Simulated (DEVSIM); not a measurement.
Device: Schottky contact on n-type Si, at 300 K.

Layer 1 from the left is Si, thickness (μm) 7.10, Nd (cm⁻³) 1.6e15, τn (s) 0.00073, τp (s) 0.00073.

Left contact: Schottky, work function 4.65 eV, emission velocity 1.6e6 cm/s. Right contact: ohmic. Voltage is applied to the left contact. Recombination: SRH at mid-gap, Auger. Mobility is constant in doping.

This is a model device: material constants are rounded textbook-type values typed into the input, and sizes, dopings and lifetimes were drawn at random. Values at 300 K.

Si: gap (eV) 1.124, affinity (eV) 4.05, permittivity 11.7, Nc (cm⁻³) 2.86e19, Nv (cm⁻³) 3.1e19, μn (cm²/Vs) 1417, μp (cm²/Vs) 470, Cn (cm⁶/s) 2.8e-31, Cp (cm⁶/s) 9.9e-32.

### Question
Estimate by hand the built-in potential, the peak field at zero bias, the capacitance at -6 V, and compare with a numerical solution.

### Answer

- Built-in potential: barrier φB = 0.600 eV; Vbi = φB − kT/q ln(N_band/N) = 0.347 V; numerical 0.347 V.
- Peak field at zero bias: depletion approximation: W = √(2εVbi/(qN)) = 0.529 μm with N = 1.60e15 cm⁻³; field = 2Vbi/W = 13100 V/cm; numerical 12600 V/cm (estimate above by 4.0 %).
- Capacitance at -6 V: C = √(qεN / 2(Vbi + |V|)) = 4.57 nF/cm²; numerical 4.58 nF/cm².

DEVSIM, 1D drift-diffusion, Boltzmann statistics, complete ionisation; no tunnelling, impact ionisation, image-force lowering or self-heating. Metal contacts follow the ideal Schottky-Mott rule: no Fermi-level pinning, no interface dipoles.
